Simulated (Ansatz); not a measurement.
The parent structure is BaTiO3 (space group P4mm, No. 99; a = 3.955 Å, c = 4.046 Å). Axes: x, y, z lie along a, b, c of the conventional cell.

The values are results of PBEsol, PAW, 420 eV (Ansatz, a program for electronic structure; without spin-orbit coupling), earlier PAW set, not measurements.

Strains are applied to the cell and any free atomic positions relax; under biaxial strain the out-of-plane vector relaxes too; under stress the whole cell relaxes.

One change was made to it. Results:

| quantity | base | after |
|---|---|---|
| gap character | indirect, A → Γ | indirect, A → Γ |
| band gap | 1.85 eV | 1.88 eV |
| smallest direct gap | 2.22 eV | 2.39 eV |

Question: Which of these changes matches the shifts?
(A) uniaxial stress, 8 GPa compression along z
(B) biaxial strain −1.40 %, plane normal [001], relaxed out of plane
(C) biaxial strain −2.04 %, plane normal [001], relaxed out of plane
(D) biaxial strain −1.04 %, plane normal [001], relaxed out of plane

Answer: B, biaxial strain −1.40 %, plane normal [001], relaxed out of plane. For comparison, the smallest direct gap in the other runs: biaxial strain −2.04 %, plane normal [001], relaxed out of plane gives 2.47 eV; biaxial strain −1.04 %, plane normal [001], relaxed out of plane gives 2.34 eV; uniaxial stress, 8 GPa compression along z gives 1.83 eV.

Stability under load was not tested beyond the relaxation. All final runs are without spin polarisation. Labels are those of the standard path for the cell's own space group.
